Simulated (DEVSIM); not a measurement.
System: Schottky contact on n-type GaP, at 400 K.

```tsv
layer (left to right)	material	thickness (μm)	Nd (cm⁻³)	τn (s)	τp (s)
1	GaP	8.30	1.1e15	8.9e-7	8.9e-7
```

Left contact: Schottky, work function 4.79 eV, emission velocity 9e6 cm/s. Right contact: ohmic. Voltage is applied to the left contact. Recombination: SRH at mid-gap, Auger. Mobility is μmin + (μ − μmin)/(1 + (N/Nref)^α).

Constants are typed, rounded textbook-type inputs, not results; the design itself was drawn at random and stands for no fabricated device. Values at 300 K; Nc and Nv go as T^1.5, mobilities as T to minus their exponent, the gap by Varshni's rule with the affinity fixed.

```csv
parameter,GaP
gap (eV),2.26
affinity (eV),3.8
permittivity,11.1
Nc (cm⁻³),1.8e19
Nv (cm⁻³),1.9e19
μn (cm²/Vs),250
μp (cm²/Vs),150
"μn,min",10
"μp,min",10
"Nref,n",4.4e18
"Nref,p",1e18
αn,0.8
αp,0.85
T exponent of μn,1.6
T exponent of μp,1.98
Cn (cm⁶/s),1e-30
Cp (cm⁶/s),1e-30
Varshni α (eV/K),0.00058
Varshni β (K),372
```

DEVSIM, 1D drift-diffusion, Boltzmann statistics, complete ionisation; no tunnelling, impact ionisation, image-force lowering or self-heating. Metal contacts follow the ideal Schottky-Mott rule: no Fermi-level pinning, no interface dipoles.

Task: Tabulate band edges, carrier densities and field at -20.0 V on the left contact.

Result: Energies count from the Fermi level of the right contact; mesh points crowd at the junctions.

```json
[
 {"x (μm)": "0.000", "Ec (eV)": "20.990", "Ev (eV)": "18.773", "n (cm⁻³)": "3700000", "p (cm⁻³)": "10000", "field (V/cm)": "-86000"},
 {"x (μm)": "0.01359", "Ec (eV)": "20.873", "Ev (eV)": "18.656", "n (cm⁻³)": "3700000", "p (cm⁻³)": "340", "field (V/cm)": "-86000"},
 {"x (μm)": "0.03482", "Ec (eV)": "20.692", "Ev (eV)": "18.474", "n (cm⁻³)": "3700000", "p (cm⁻³)": "< 1e2", "field (V/cm)": "-85000"},
 {"x (μm)": "0.06799", "Ec (eV)": "20.410", "Ev (eV)": "18.192", "n (cm⁻³)": "3800000", "p (cm⁻³)": "< 1e2", "field (V/cm)": "-85000"},
 {"x (μm)": "0.1452", "Ec (eV)": "19.761", "Ev (eV)": "17.543", "n (cm⁻³)": "3800000", "p (cm⁻³)": "< 1e2", "field (V/cm)": "-83000"},
 {"x (μm)": "0.2405", "Ec (eV)": "18.974", "Ev (eV)": "16.757", "n (cm⁻³)": "3900000", "p (cm⁻³)": "< 1e2", "field (V/cm)": "-82000"},
 {"x (μm)": "0.3894", "Ec (eV)": "17.778", "Ev (eV)": "15.561", "n (cm⁻³)": "4100000", "p (cm⁻³)": "< 1e2", "field (V/cm)": "-79000"},
 {"x (μm)": "0.7360", "Ec (eV)": "15.148", "Ev (eV)": "12.931", "n (cm⁻³)": "4400000", "p (cm⁻³)": "< 1e2", "field (V/cm)": "-73000"},
 {"x (μm)": "1.164", "Ec (eV)": "12.200", "Ev (eV)": "9.983", "n (cm⁻³)": "4900000", "p (cm⁻³)": "< 1e2", "field (V/cm)": "-65000"},
 {"x (μm)": "1.832", "Ec (eV)": "8.249", "Ev (eV)": "6.032", "n (cm⁻³)": "6100000", "p (cm⁻³)": "< 1e2", "field (V/cm)": "-53000"},
 {"x (μm)": "2.876", "Ec (eV)": "3.680", "Ev (eV)": "1.462", "n (cm⁻³)": "9600000", "p (cm⁻³)": "< 1e2", "field (V/cm)": "-34000"},
 {"x (μm)": "5.052", "Ec (eV)": "0.353", "Ev (eV)": "-1.865", "n (cm⁻³)": "9.9e14", "p (cm⁻³)": "< 1e2", "field (V/cm)": "-290"},
 {"x (μm)": "6.230", "Ec (eV)": "0.349", "Ev (eV)": "-1.868", "n (cm⁻³)": "1.1e15", "p (cm⁻³)": "< 1e2", "field (V/cm)": "≈ 0"},
 {"x (μm)": "6.984", "Ec (eV)": "0.349", "Ev (eV)": "-1.868", "n (cm⁻³)": "1.1e15", "p (cm⁻³)": "< 1e2", "field (V/cm)": "≈ 0"},
 {"x (μm)": "7.565", "Ec (eV)": "0.349", "Ev (eV)": "-1.868", "n (cm⁻³)": "1.1e15", "p (cm⁻³)": "< 1e2", "field (V/cm)": "≈ 0"},
 {"x (μm)": "7.838", "Ec (eV)": "0.349", "Ev (eV)": "-1.868", "n (cm⁻³)": "1.1e15", "p (cm⁻³)": "< 1e2", "field (V/cm)": "≈ 0"},
 {"x (μm)": "8.013", "Ec (eV)": "0.349", "Ev (eV)": "-1.868", "n (cm⁻³)": "1.1e15", "p (cm⁻³)": "< 1e2", "field (V/cm)": "≈ 0"},
 {"x (μm)": "8.125", "Ec (eV)": "0.349", "Ev (eV)": "-1.868", "n (cm⁻³)": "1.1e15", "p (cm⁻³)": "< 1e2", "field (V/cm)": "≈ 0"},
 {"x (μm)": "8.216", "Ec (eV)": "0.349", "Ev (eV)": "-1.868", "n (cm⁻³)": "1.1e15", "p (cm⁻³)": "< 1e2", "field (V/cm)": "≈ 0"},
 {"x (μm)": "8.255", "Ec (eV)": "0.349", "Ev (eV)": "-1.868", "n (cm⁻³)": "1.1e15", "p (cm⁻³)": "< 1e2", "field (V/cm)": "≈ 0"},
 {"x (μm)": "8.280", "Ec (eV)": "0.349", "Ev (eV)": "-1.868", "n (cm⁻³)": "1.1e15", "p (cm⁻³)": "< 1e2", "field (V/cm)": "≈ 0"},
 {"x (μm)": "8.300", "Ec (eV)": "0.349", "Ev (eV)": "-1.868", "n (cm⁻³)": "1.1e15", "p (cm⁻³)": "< 1e2", "field (V/cm)": "≈ 0"}
]
```
